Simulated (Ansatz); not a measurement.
System: V2O5 (Pmmn, No. 59, 14 atoms in the cell). Method: r²SCAN-D4 (Ansatz, a program for electronic structure, PAW).

Numerical settings: plane-wave cutoff 500 eV, 12×4×10 k mesh (along the axes of the cell as run), gaussian smearing 0.02 eV, no spin polarisation, scalar-relativistic PAW data made under PBE.

Cell (relaxed at this level):

```
V2O5
1.0
    3.53519     0.00000     0.00000
    0.00000    11.54097     0.00000
    0.00000     0.00000     4.27754
V O
4 10
Cartesian
  0.00000   1.71045   3.79693
  0.00000   9.83052   3.79693
  1.76760   4.06004   0.48060
  1.76760   7.48093   0.48060
  0.00000   0.00000   4.25184
  1.76760   5.77049   0.02570
  0.00000   1.68933   2.22311
  0.00000   9.85164   2.22311
  1.76760   4.08115   2.05442
  1.76760   7.45982   2.05442
  1.76760   2.09308   4.25746
  1.76760   9.44789   4.25746
  0.00000   3.67741   0.02008
  0.00000   7.86357   0.02008
```

### Question
What does this level give for the band gap?

### Answer

- band gap: 2.12 eV (on the SCF k mesh)

Note: the relaxation could not lower the start's symmetry, so the cell can be a saddle point above a distorted one.

Static lattice: no zero-point or thermal effects.
